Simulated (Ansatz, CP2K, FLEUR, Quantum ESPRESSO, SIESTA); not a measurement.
**Y2BiO2 (I4/mmm, 5 atoms in the cell) computed with different codes at matched settings**

Self-consistent single point, at a second geometry (lattice scaled by 0.98). First geometry:

```xyz
5
Lattice="-1.9356 1.9356 6.7363 1.9356 -1.9356 6.7363 1.9356 1.9356 -6.7363" Properties=species:S:1:pos:R:3 pbc="T T T"
Y      0.0000     0.0000     9.0054
Y      0.0000     0.0000     4.4673
Bi     0.0000     0.0000     0.0000
O      0.0000     1.9356     3.3682
O      1.9356     0.0000     3.3682
```

Shared settings, as Ansatz (a first-principles code) writes them: kpoints.mp_grid.grid = 7 7 7; scf.occupations.method = gaussian; scf.occupations.width = 0.272 eV. Potentials and cutoffs stand in the table.

```json
[
 {"code": "Ansatz", "model": "PBEsol, PAW files made with PBE", "ΔF from the first geometry (meV/atom)": "5.4", "pressure (GPa)": "4.04", "largest force (eV/Å)": "0.602", "cutoff": "default"},
 {"code": "FLEUR", "model": "PBEsol, all-electron FLAPW (FLEUR), scalar-relativistic valence", "ΔF from the first geometry (meV/atom)": "–", "pressure (GPa)": "–", "largest force (eV/Å)": "0.533", "cutoff": "Kmax 4.4 1/bohr"},
 {"code": "Quantum ESPRESSO", "model": "PBEsol, SSSP 1.1.2 efficiency (PBE) pseudopotentials", "ΔF from the first geometry (meV/atom)": "5.3", "pressure (GPa)": "4.07", "largest force (eV/Å)": "0.603", "cutoff": "55 Ry"},
 {"code": "CP2K", "model": "PBEsol, GPW, DZVP-MOLOPT-SR-GTH basis, GTH-PBE potentials (GTH_POTENTIALS)", "ΔF from the first geometry (meV/atom)": "14.6", "pressure (GPa)": "5.62", "largest force (eV/Å)": "0.708", "cutoff": "grid 500 Ry"},
 {"code": "SIESTA", "model": "GGA PBEsol, numerical atomic orbitals DZP, PseudoDojo PBEsol standard norm-conserving potentials (rewritten from UPF to PSML)", "ΔF from the first geometry (meV/atom)": "17.8", "pressure (GPa)": "6.08", "largest force (eV/Å)": "1.139", "cutoff": "grid 350 Ry"}
]
```

A dash marks a value that a program does not give, or that is left out as unsure.

On Ansatz's run: spin-orbit coupling is off.

The spread over the programs that give each value: ΔF from the first geometry within 12.5 meV/atom; pressure within 2.04 GPa; largest force within 0.606 eV/Å.

CP2K and SIESTA use small atom-centred bases, whose incompleteness enters pressures, forces and empty levels differently from a plane-wave cutoff. FLEUR treats all electrons, but the usual bases taken here (sphere radii, linearisation, local orbitals, empty states) were not tested for convergence, so the values are no reference for the others. Ansatz's pressure is given at a fixed set of plane waves, as the other plane-wave codes print theirs; with its correction for the finite basis it is 4.20 GPa. In the pressure, CP2K (by 1.56) and SIESTA (by 2.03) lie more than 1 GPa from the median of the plane-wave programs. In the force vectors, CP2K (by 0.105) and SIESTA (by 0.536) lie more than 0.08 eV/Å from the median of the plane-wave programs.

The starting cell comes from a database of computed structures (which also holds hypothetical and non-ambient phases and stackings), without a prior relaxation at this level. For this run, on top of that: lattice scaled by 0.98.

Left out of this page: Elk (not drawn, or without a comparable value).

Keys are those of Ansatz 0.2.
